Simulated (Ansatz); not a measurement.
TiB2, pressure series

Consider TiB$_{2}$ (space group P6/mmm, No. 191; a = 3.032 Å, c = 3.224 Å).

Cell and atoms are relaxed at each pressure.

Method: PBE in Ansatz (plane waves to 420 eV, PAW, no spin-orbit coupling), earlier PAW set.

Candidates:
(a) pressure 45 GPa
(b) pressure 9 GPa
(c) pressure −1 GPa
(d) pressure 30 GPa

Base values:

- c/a ratio = 1.063

Task: Order them by c/a ratio, lowest first.

Result: (a) pressure 45 GPa (1.046), (d) pressure 30 GPa (1.050), (b) pressure 9 GPa (1.059), (c) pressure −1 GPa (1.064)

Load acts through the strain it causes; cell and atoms are relaxed under it. No phonon test of stability was made. Competing high-pressure phases were not computed. The final runs are not spin-polarised.

Ansatz is a program for electronic structure.
